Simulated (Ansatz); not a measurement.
Base system: MoS₂ in the 2H-MoS2 type structure (space group P6_3/mmc, No. 194; layered, stacked along the Cartesian z axis).

```yaml
crystal:
  lattice:
    - [3.10903, 0.00000, 0.00000]
    - [-1.55452, 2.69250, 0.00000]
    - [0.00000, 0.00000, 11.70864]
  atoms:
    - { symbol: Mo, position: [0.33333, 0.66667, 0.25000] }
    - { symbol: Mo, position: [0.66667, 0.33333, 0.75000] }
    - { symbol: S, position: [0.33333, 0.66667, 0.61648] }
    - { symbol: S, position: [0.66667, 0.33333, 0.11648] }
    - { symbol: S, position: [0.66667, 0.33333, 0.38352] }
    - { symbol: S, position: [0.33333, 0.66667, 0.88352] }
```

Cartesian axes are those of the cell as printed.

Level of theory: PBEsol-D3(BJ) (Ansatz, a program for electronic structure, PAW, no spin-orbit coupling), earlier PAW set.

Base values:

| Quantity | Result |
|---|---|
| Hole mass | 1.1 mₑ along c, 0.50 mₑ across (at Γ) |

Modification: biaxial strain +1.84 %, plane normal [001], relaxed out of plane (Cartesian); in-plane vectors clamped, the third vector and the atoms free.

Task: What does the calculation give for the hole mass after the change?

Result: The hole mass changes from 1.1 mₑ along c, 0.50 mₑ across (at Γ) to 1.4 mₑ out of plane, 0.41 mₑ in plane (at Γ).

Task: What does the calculation give for the in-plane stress after the change?

Result: The mean in-plane stress (compression positive) is -5.3 GPa.

The levels and masses belong to the bands next to the band gap. Masses are band curvatures over ±0.01 Å⁻¹ around the edge. No phonon test of stability was made.
